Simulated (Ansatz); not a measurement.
The structure below was relaxed with PBEsol (Ansatz, a program for electronic structure; PAW; 420 eV plane waves; without spin-orbit coupling).

Space group F-43m (No. 216); a = b = c = 3.891 Å, α = β = γ = 90.00°

```csv
atom,site,symmetry,x,y,z
O,4d,-43m,0.7500,0.7500,0.7500
B,4a,-43m,0.0000,0.0000,0.0000
```

Problem. Write out a cell with all atoms.

Solution. 
```xyz
8
Lattice="3.8910 0.0000 0.0000 0.0000 3.8910 0.0000 0.0000 0.0000 3.8910" Properties=species:S:1:pos:R:3 pbc="T T T"
O      0.9727     0.9727     2.9182
B      0.0000     0.0000     0.0000
O      0.9727     2.9182     0.9727
B      0.0000     1.9455     1.9455
O      2.9182     0.9727     0.9727
B      1.9455     0.0000     1.9455
O      2.9182     2.9182     2.9182
B      1.9455     1.9455     0.0000
```
This is the conventional cell.

Whether these cells are dynamically stable was not tested. All final runs are without spin polarisation. An odd electron count without spin: BO. The cell was made from BN by this change: N → O; the result is a hypothetical phase, not in the database extracts checked.
